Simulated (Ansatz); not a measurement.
## PBE against PBEsol: InAgTe2

Consider InAgTe$_{2}$ in the chalcopyrite structure (space group I-42d, No. 122; a = 6.569 Å, c = 13.003 Å).

(Cell as relaxed with PBE.)

Levels (all Ansatz, an electronic-structure program, PAW): PBE (420 eV, no spin-orbit coupling); PBEsol (420 eV, without spin-orbit coupling).

Each level relaxes its own structure.

```csv
quantity,PBE,PBEsol
volume per atom,35.07 Å³,33.00 Å³
lattice parameter a,6.569 Å,6.431 Å
lattice parameter c,13.003 Å,12.767 Å
```

PBE's volume per atom lies 2.064 Å³ above PBEsol's (6.3 %); PBE's lattice parameter a lies 0.138 Å above PBEsol's (2.1 %); PBE's lattice parameter c lies 0.236 Å above PBEsol's (1.8 %). Neither level is exact; PBEsol is the comparison here, not a measurement.

No phonon test of stability was made.
